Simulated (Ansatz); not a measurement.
Hypothetical fluorite HfSi2 under a change: Hf → Zr

The reference is HfSi2 in the fluorite structure (space group Fm-3m, No. 225; a = 6.1830 Å; a hypothetical phase, not in the database extracts checked).

The change: full substitution Hf → Zr; the structure is relaxed again.

Level of theory: plane-wave PAW DFT at the PBEsol level (Ansatz, an electronic-structure program, 420 eV), without spin-orbit coupling, earlier PAW set. k-mesh 13×13×13 (Γ-centred); smearing 0.05 eV (Fermi–Dirac).

The volume per atom grows by 0.37 Å³, from 19.70 Å³ to 20.07 Å³ and the density decreases by 2.529 g/cm³, from 6.59 g/cm³ to 4.07 g/cm³. The lattice parameter a goes up by 0.039 Å (6.183 Å → 6.222 Å) and the shortest interatomic distance rises by 0.017 Å to 2.694 Å. The band gap remains zero.

Cost of the whole job for the changed cell (relaxation, final SCF and bands): very roughly 12 core-seconds.

No phonon test of stability was made. As relaxed here, ZrSi2 is a hypothetical phase, not in the database extracts checked. The final runs are not spin-polarised. ZrSi2 and HfSi2 have a high density of states at the Fermi level and may be magnetic at this level.
